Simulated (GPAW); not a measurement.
A self-consistent single point of VPt (P1, 2 atoms in the cell) with GPAW.

Method: LDA (Perdew-Wang 92), GPAW PAW datasets LDA (gpaw-data 1.0.1) (plane waves; GPAW).

The change in words: lattice scaled by 0.98. Reference geometry:
```
CELL_PARAMETERS angstrom
      2.68627     0.00000     0.00000
      0.00000     2.68627     0.00000
      0.00000     0.00000     3.89258
ATOMIC_POSITIONS crystal
  V  0.47178 0.46256 0.50836
  Pt 0.02822 0.03744 0.99164
```

Reference input (self-consistent single point, DFT LDA (Perdew-Wang 92), plane waves, GPAW PAW datasets LDA (gpaw-data 1.0.1)): mode = pw; ecut = 800 eV; xc = LDA; kpts = 8 8 6; mesh shift (steps) = 0 0 0; occupations.name = methfessel-paxton; occupations.width = 0.136 eV; occupations.order = 0; nbands = -6; convergence.forces = 0.001 eV/Å; symmetry.symmorphic = false; symmetry.tolerance = 0.0005. This run's input differs from it in these lines:

```diff
@@ -5,7 +5,7 @@
 atoms = Atoms(['V', 'Pt'],
-              cell=[[2.686270, 0.000000, 0.000000],
-                    [0.000000, 2.686270, 0.000000],
-                    [0.000000, 0.000000, 3.892580]],
-              positions=[[1.267334, 1.242572, 1.978828],
-                         [0.075801, 0.100563, -0.032538]],
+              cell=[[2.632545, 0.000000, 0.000000],
+                    [0.000000, 2.632545, 0.000000],
+                    [0.000000, 0.000000, 3.814728]],
+              positions=[[1.241987, 1.217721, 1.939251],
+                         [0.074285, 0.098552, -0.031887]],
               pbc=True)
```

The program printed (abridged):

```
     iter     time        total  log10-change:
                         energy   eigst   dens  force
iter:   1 --:--:--   -21.329830
iter:   2 --:--:--   -20.004601   -0.61  -1.23
iter:   3 --:--:--   -19.257252   -1.19  -1.35
iter:   4 --:--:--   -18.703912   -1.06  -1.47
iter:   5 --:--:--   -18.477206   -1.79  -1.80
iter:   6 --:--:--   -18.460644   -2.51  -2.12
iter:   7 --:--:--   -18.438133   -2.71  -2.21
iter:   8 --:--:--   -18.434216   -3.32  -2.60
iter:   9 --:--:--   -18.434207c  -4.49  -2.92
iter:  10 --:--:--   -18.434318c  -4.64  -2.90
iter:  11 --:--:--   -18.435070c  -4.10  -3.02
iter:  12 --:--:--   -18.434720c  -5.09  -3.35
iter:  13 --:--:--   -18.434711c  -6.06  -3.45
iter:  14 --:--:--   -18.434627c  -4.98  -3.49
iter:  15 --:--:--   -18.434566c  -5.49  -3.67
iter:  16 --:--:--   -18.434555c  -6.01  -3.74
iter:  17 --:--:--   -18.434551c  -6.24  -3.91
iter:  18 --:--:--   -18.434549c  -6.73  -4.03c
iter:  19 --:--:--   -18.434544c  -6.08  -4.08c
iter:  20 --:--:--   -18.434545c  -7.15  -4.68c
iter:  21 --:--:--   -18.434548c  -7.29  -4.61c
iter:  22 --:--:--   -18.434547c  -7.68c -4.61c
iter:  23 --:--:--   -18.434546c  -7.49c -4.70c -2.44
iter:  24 --:--:--   -18.434546c  -8.33c -4.71c -3.01c
Converged after 24 iterations.

Dipole moment: (-1.345841, -1.767419, 0.761208) |e|*Ang

Energy contributions relative to reference atoms: (reference = -525864.350703)

Kinetic:         +0.643086
Potential:       -2.217541
External:        +0.000000
XC:             -16.415622
Entropy (-ST):   -0.005191
Local:           -0.441875
SIC:             +0.000000
--------------------------
Free energy:    -18.437141
Extrapolated:   -18.434546

Showing only first 2 kpts
 Kpt  Band  Eigenvalues  Occupancy
  0    12     10.99906    2.00000
  0    13     11.11307    2.00000
  0    14     12.36521    1.65965
  0    15     14.50277    0.00000

  1    12     10.94689    2.00000
  1    13     11.11523    2.00000
  1    14     11.88641    2.00000
  1    15     13.50883    0.00000

Fermi level: 12.45690

No gap
No difference between direct/indirect transitions
Energy (eV): -18.434546

Forces in eV/Ang:
  0 V     0.82675    1.12038   -0.74275
  1 Pt   -0.82751   -1.12148    0.74383

Stress tensor:
    -0.047640    -0.011539     0.015531
    -0.011539    -0.048763     0.019839
     0.015531     0.019839    -0.082155
Stress (GPa, Voigt): [ -7.6328  -7.8127 -13.1627   3.1786   2.4883  -1.8487]
```

The run converged in 24 iterations. GPAW prints stress with tension positive. Against the reference run the free energy goes up by 3.2 meV/atom, the pressure goes from -7.35 to 9.54 GPa and the largest force goes from 1.214 to 1.580 eV/Å.

The starting cell comes from a database of computed structures (which also holds hypothetical and non-ambient phases and stackings), without a prior relaxation at this level. Its atoms were displaced at random from the sites of space group no. 123. For this run, on top of that: lattice scaled by 0.98. Spin polarisation is off. With a pressure of about 10 GPa the cell is away from its equilibrium volume at this level. Forces in this geometry exceed 1 eV/Å.

Cost on one core of a shared machine: roughly 3 min.
